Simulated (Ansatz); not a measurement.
Band structure of ScCuO2 (P6_3/mmc, 8 atoms in the cell).

```
ScCuO2
1.0
    3.22138     0.00000     0.00000
   -1.61069     2.78980     0.00000
    0.00000     0.00000    11.38010
Sc Cu O
2 2 4
Direct
  0.00000   0.00000   0.00000
  0.00000   0.00000   0.50000
  0.66667   0.33333   0.75000
  0.33333   0.66667   0.25000
  0.33333   0.66667   0.41034
  0.66667   0.33333   0.58966
  0.66667   0.33333   0.91034
  0.33333   0.66667   0.08966
```

Computed with LDA (PW92), PAW files made with PBE (plane waves; Ansatz, a program for electronic structure).

Settings: basis.ecutwfc = 420 eV; kpoints.mp_grid.grid = 11 11 3; hamiltonian.xc = lda; hamiltonian.pseudopotentials = {kind: paw} (the program's default PAW files); scf.occupations.method = fermi_dirac; scf.occupations.width = 0.05 eV; kpoints.band_path.npoints = 8.

The starting cell comes from a database of computed structures (which also holds hypothetical and non-ambient phases and stackings), without a prior relaxation at this level.

Task: Predict the gap along the standard path and the places of the band edges.

Result: The gap along the path is 2.34 eV, direct at M to within 0.01 eV.

Levels in eV from the top of the valence band on the path, bands 39 to 46:
```csv
point,39,40,41,42,43,44,45,46
Γ,-0.85,-0.85,-0.17,-0.17,2.57,3.39,3.39,3.41
M,-0.47,-0.44,-0.19,0.00,2.34,2.97,3.54,3.74
K,-0.71,-0.29,-0.04,-0.04,2.91,3.45,4.05,4.05
A,-0.46,-0.46,-0.46,-0.46,3.23,3.23,3.40,3.40
L,-0.55,-0.55,-0.03,-0.03,2.59,2.59,3.70,3.70
H,-0.48,-0.48,-0.02,-0.02,3.14,3.14,4.06,4.06
```

Keys are those of Ansatz 0.2.
